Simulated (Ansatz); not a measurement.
Band-edge transport in semiconductors and insulators: MgS (Fm-3m) under several functionals (Ansatz, a program for electronic structure, without spin-orbit coupling). The PBE cell:

```yaml
crystal:
  lattice:
    - [0.00000, 2.61484, 2.61484]
    - [2.61484, 0.00000, 2.61484]
    - [2.61484, 2.61484, 0.00000]
  atoms:
    - { symbol: Mg, position: [0.00000, 0.00000, 0.00000] }
    - { symbol: S, position: [0.50000, 0.50000, 0.50000] }
```

| Functional | cell relaxed with | volume (Å³/atom) | band gap | electron conductivity mass | hole conductivity mass | Seebeck coefficient, n-type 1e19 cm⁻³ |
|---|---|---|---|---|---|---|
| PBE | PBE | 17.88 | 2.76 eV | 0.36 mₑ | 1.05 mₑ | -262 μV/K |
| PBEsol | PBEsol | 17.39 | 2.73 eV | 0.35 mₑ | 1.00 mₑ | -261 μV/K |
| r2SCAN | PBEsol | 17.39 | 3.50 eV | 0.37 mₑ | 1.02 mₑ | -265 μV/K |
| HSE06 | PBEsol | 17.39 | (withheld) | (withheld) | (withheld) | (withheld) |

Given the cheaper levels, estimate the HSE06 row.


- HSE06, band gap: 3.83 eV
- HSE06, electron conductivity mass: 0.35 mₑ
- HSE06, hole conductivity mass: 0.95 mₑ
- HSE06, Seebeck coefficient, n-type 1e19 cm⁻³: -258 μV/K

For the band gap, PBE gives 2.76 eV and HSE06 3.83 eV: PBE lies 28 % below.

The PBE and HSE06 rows stand on cells whose volumes differ by 2.8 %, so the difference holds the effect of the cell as well as that of the functional.

Masses are for dilute carriers at 300 K, harmonic means over directions unless an axis is named. Seebeck coefficients are for the stated density at 300 K, with one relaxation time for all states and whether or not that doping can be reached. Spin-orbit coupling is left out.
